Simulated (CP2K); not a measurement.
Input and output of a relaxation of the atoms for Li3Ca (P1, 4 atoms in the cell) (CP2K).

Method: PBEsol, GPW, DZVP-MOLOPT-SR-GTH basis, GTH-PBE potentials (GTH_POTENTIALS) (CP2K).

The change in words: atoms moved at random; EPS_SCF: 1e-06 → 1e-07; EXTRAPOLATION: default → USE_GUESS; MAX_FORCE: default → 0.0019; RMS_FORCE: default → 0.0013. Reference geometry:
```yaml
crystal:
  lattice:
    - [5.32716, 0.00000, 0.00000]
    - [2.66358, 4.61346, 0.00000]
    - [2.66358, 1.53782, 4.34961]
  atoms:
    - { symbol: Li, position: [0.75000, 0.75000, 0.75000] }
    - { symbol: Li, position: [0.25000, 0.25000, 0.25000] }
    - { symbol: Li, position: [0.00000, 0.00000, 0.00000] }
    - { symbol: Ca, position: [0.50000, 0.50000, 0.50000] }
```

Reference input (self-consistent single point, DFT PBEsol, GPW, DZVP-MOLOPT-SR-GTH basis, GTH-PBE potentials (GTH_POTENTIALS)): CUTOFF = 500 Ry; REL_CUTOFF = 60 Ry; SMEAR/METHOD = MARZARI_VANDERBILT; SIGMA = 0.2 eV; KPOINTS/SCHEME = MONKHORST-PACK 7 7 7; XC_FUNCTIONAL = PBE:PBESOL; Li/BASIS_SET = DZVP-MOLOPT-SR-GTH-q3; Li/POTENTIAL = GTH-PBE-q3; Ca/BASIS_SET = DZVP-MOLOPT-SR-GTH-q10; Ca/POTENTIAL = GTH-PBE-q10; METHOD = GPW; EPS_DEFAULT = 1e-11. This run's input differs from it in these lines:

```diff
@@ -2,3 +2,3 @@
   PROJECT run
-  RUN_TYPE ENERGY_FORCE
+  RUN_TYPE GEO_OPT
   PRINT_LEVEL MEDIUM
@@ -14,2 +14,3 @@
       EPS_DEFAULT 1E-11
+      EXTRAPOLATION USE_GUESS
     &END QS
@@ -22,3 +23,3 @@
       SCF_GUESS ATOMIC
-      EPS_SCF 1E-6
+      EPS_SCF 1E-7
       MAX_SCF 100
@@ -73,6 +74,6 @@
       SCALED
-      Li       0.75000000     0.75000000     0.75000000
-      Li       0.25000000     0.25000000     0.25000000
-      Li       0.00000000     0.00000000     0.00000000
-      Ca       0.50000000     0.50000000     0.50000000
+      Li       0.75734000     0.74731300     0.75076900
+      Li       0.25107800     0.24980400     0.25428100
+      Li      -0.00057900     0.00451900    -0.01215600
+      Ca       0.49216200     0.49836400     0.50710600
     &END COORD
@@ -94,2 +95,18 @@
 &END FORCE_EVAL
+&MOTION
+  &GEO_OPT
+    OPTIMIZER BFGS
+    MAX_ITER 60
+    MAX_FORCE 0.0019
+    RMS_FORCE 0.0013
+  &END GEO_OPT
+  &PRINT
+    &CELL ON
+    &END CELL
+    &RESTART OFF
+    &END RESTART
+    &RESTART_HISTORY OFF
+    &END RESTART_HISTORY
+  &END PRINT
+&END MOTION
```

Output, abridged:

```
 SCF WAVEFUNCTION OPTIMIZATION

  Step     Update method      Time    Convergence         Total energy    Change
     1 NoMix/Diag. 0.30E+00      -     1.31429535       -59.1191062915 -5.91E+01
     2 Broy./Diag. 0.30E+00      -     0.00479496       -58.8908602611  2.28E-01
     3 Broy./Diag. 0.30E+00      -     0.02442800       -58.8977208930 -6.86E-03
     4 Broy./Diag. 0.30E+00      -     0.00750814       -58.8816597746  1.61E-02
     5 Broy./Diag. 0.30E+00      -     0.00397179       -58.8752811695  6.38E-03
     6 Broy./Diag. 0.30E+00      -     0.00043764       -58.8725798866  2.70E-03
   [... 5 lines left out ...]
    12 Broy./Diag. 0.30E+00      -     0.00000084       -58.8733610827 -2.59E-06
    13 Broy./Diag. 0.30E+00      -     0.00000028       -58.8733618895 -8.07E-07
    14 Broy./Diag. 0.30E+00      -     0.00000015       -58.8733611849  7.05E-07
    15 Broy./Diag. 0.30E+00      -     0.00000003       -58.8733611703  1.45E-08
  *** SCF run converged in    15 steps ***

  Overlap energy of the core charge distribution:               0.00000000000000
  Self energy of the core charge distribution:                -91.37339633547478
  Core Hamiltonian energy:                                     17.72040703728517
  Hartree energy:                                              25.08305446236136
  Exchange-correlation energy:                                -10.30345337777818
  Smearing free energy correction:                              0.00002704329660
  Fermi energy:                                                 0.06337220407383

  Total energy:                                               -58.87336117030399

                     Mulliken Population Analysis

 #  Atom  Element  Kind  Atomic population                           Net charge
   [... lines left out ...]
  Fermi energy:                                                 0.06337574460377
  Total energy:                                               -58.87350601112495
  Fermi energy:                                                 0.06338033880549
  Total energy:                                               -58.87366438969136
 ***                    GEOMETRY OPTIMIZATION COMPLETED                      ***
  Fermi energy:                                                 0.06338033880549
  Total energy:                                               -58.87366438969136
   [... lines left out ...]
       2     Li       1          2.819602                              0.180398
       3     Li       1          2.952286                              0.047714
       4     Ca       2         10.408536                             -0.408536
 # Total charge                             19.000000                  0.000000

 ENERGY| Total FORCE_EVAL ( QS ) energy [hartree]            -58.873664389691356
```

The run converged. 

Summary of the result:
| Item | Value |
|---|---|
| Free energy E − TS | -1602.0340 eV |
| Fermi level (on the code's own zero) | 1.72 eV |
| Pressure | -0.02 GPa |
| Largest force (vector length) | 0.001 eV/Å |
| Relaxation steps | 7 |

The starting cell comes from a database of computed structures (which also holds hypothetical and non-ambient phases and stackings), without a prior relaxation at this level. For this run, on top of that: atoms moved at random. Values carry the incompleteness of an atom-centred basis. The potentials were made for another functional than the one used.

Cost on one core of a shared machine: roughly 7 min.
